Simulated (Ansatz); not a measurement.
Take GaN (space group P-6m2, No. 187; a = 2.979 Å, c = 2.687 Å; a hypothetical phase, not in the database extracts checked; relaxed with 0.1 eV smearing) as the base. Axes: x lies along a and z along c of the hexagonal cell.

(Cell as relaxed with PBE.)

Levels (all Ansatz, a first-principles code, PAW): PBE (420 eV, no spin-orbit coupling); PBEsol (420 eV, no spin-orbit coupling).

Each level relaxes its own structure.

| base | PBE | PBEsol |
|---|---|---|
| volume per atom | 10.33 Å³ | 9.94 Å³ |
| lattice parameter a | 2.979 Å | 2.939 Å |
| band gap | zero | zero |

Now apply this change: uniaxial stress, 2 GPa compression along z; all other stress components relax to zero.

```csv
quantity,PBE,PBEsol
volume per atom,10.30 Å³,9.91 Å³
energy relative to the base (free energy F),+0.2 meV/atom,+0.2 meV/atom
secant Young's modulus along z,580 GPa,620 GPa
mean lateral Poisson ratio,0.05,0.07
```

PBE's volume per atom lies 0.381 Å³ above PBEsol's (3.8 %); PBE's secant Young's modulus along z lies 40 GPa below PBEsol's; the two agree on the energy relative to the base. Neither level is exact; PBEsol is the comparison here, not a measurement.

Load acts through the strain it causes; cell and atoms are relaxed under it. Stability under load was not tested beyond the relaxation. The final runs are not spin-polarised.
